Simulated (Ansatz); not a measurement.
A self-consistent single point of BeSe (F-43m, 2 atoms in the cell) with Ansatz (an electronic-structure program).

Method of the run: PBE, PAW files (plane waves; Ansatz).

The change in words: lattice scaled by 0.98. Reference geometry:
```xyz
2
Lattice="0.0000 2.5987 2.5987 2.5987 0.0000 2.5987 2.5987 2.5987 0.0000" Properties=species:S:1:pos:R:3 pbc="T T T"
Be     0.0000     0.0000     0.0000
Se     1.2993     1.2993     1.2993
```

Reference input (self-consistent single point, DFT, PBE, plane waves, PAW files): kpoints.mp_grid.grid = 11 11 11; hamiltonian.xc = pbe; hamiltonian.pseudopotentials = {kind: paw} (the program's default PAW files); scf.occupations.method = fixed. This run's input differs from it in these lines:

```diff
@@ -3,5 +3,5 @@
   lattice:
-    - [0.000000, 2.598699, 2.598699]
-    - [2.598699, 0.000000, 2.598699]
-    - [2.598699, 2.598699, 0.000000]
+    - [0.000000, 2.546725, 2.546725]
+    - [2.546725, 0.000000, 2.546725]
+    - [2.546725, 2.546725, 0.000000]
   atoms:
```

Log, with long lists cut:

```
SCF iter   1: F=—  HF=-5563.551538 eV  |F-HF|=—  |Δ(HF+E_count)|=         —  Δρ=3.95e-2  dr2=4.91e-1  ethr=3.10e-3  ⟨swp⟩=5.1  Hψ=3798  notcnv=0  defer=92
all-band conjugate gradients solve this SCF's bands
preconditioner: auto → none
SCF iter   2: F=—  HF=-5563.435437 eV  |F-HF|=—  |Δ(HF+E_count)|=   1.16e-1  Δρ=1.69e-2  dr2=7.42e-2  ethr=2.73e-3  ⟨swp⟩=2.0  Hψ=1303  notcnv=0  defer=97
SCF iter   3: F=—  HF=-5563.426580 eV  |F-HF|=—  |Δ(HF+E_count)|=   8.86e-3  Δρ=2.13e-3  dr2=7.83e-4  ethr=4.12e-4  ⟨swp⟩=2.8  Hψ=1040  notcnv=0  defer=105
SCF iter   4: F=—  HF=-5563.426839 eV  |F-HF|=—  |Δ(HF+E_count)|=   2.59e-4  Δρ=7.41e-4  dr2=1.22e-4  ethr=4.35e-6  ⟨swp⟩=2.0  Hψ=1351  notcnv=0  defer=105
SCF iter   5: F=—  HF=-5563.426808 eV  |F-HF|=—  |Δ(HF+E_count)|=   3.15e-5  Δρ=1.32e-4  dr2=5.42e-6  ethr=6.79e-7  ⟨swp⟩=2.0  Hψ=1351  notcnv=0  defer=105
SCF iter   6: F=—  HF=-5563.426826 eV  |F-HF|=—  |Δ(HF+E_count)|=   1.85e-5  Δρ=2.26e-5  dr2=8.81e-8  ethr=5.56e-10  ⟨swp⟩=5.1  Hψ=4219  notcnv=0
SCF iter   7: F=-5563.426826 eV  HF=-5563.426826 eV  |F-HF|=2.86e-9  |Δ(HF+E_count)|=   1.74e-7  Δρ=3.50e-6  dr2=2.36e-9  ethr=4.89e-10  ⟨swp⟩=3.0  Hψ=2889  notcnv=0
SCF 1 converged in 7 iterations: F = -5563.426826 eV  dr2 = 2.36e-9
Free energy (F): -5563.426826 eV
Internal energy: -5563.426826 eV  (E = F + TS)
E sigma→0 (E₀):  -5563.426826 eV
Fermi energy:    7.060642 eV
--- Forces (eV/Å), atoms counted from 1 ---
  atom   1  Be     0.00000000    -0.00000000     0.00000000
  atom   2  Se    -0.00000000    -0.00000000     0.00000000
--- Stress (GPa, compression-positive) ---
        4.065938       0.000000      -0.000000
        0.000000       4.065938       0.000000
       -0.000000       0.000000       4.065938
  P = ⅓ Tr σ = 4.0659 GPa (40.659 kbar)
  The stress holds the Pulay correction. Without it, at fixed plane waves, as pw.x and ABINIT print it: P = 4.0512 GPa
```

The run converged in 7 iterations. Against the reference run the free energy rises by 9.6 meV/atom, the pressure goes from -0.84 to 4.07 GPa and the gap on the mesh goes from 2.749 to 2.623 eV.

The starting cell comes from a database of computed structures (which also holds hypothetical and non-ambient phases and stackings), without a prior relaxation at this level. Its lattice was rescaled by a random factor within 2.5 % of one. For this run, on top of that: lattice scaled by 0.98. With a pressure of about 4 GPa the cell is away from its equilibrium volume at this level. Ansatz's pressure includes its estimate of the finite-basis (Pulay) stress.

Keys are those of Ansatz 0.2.
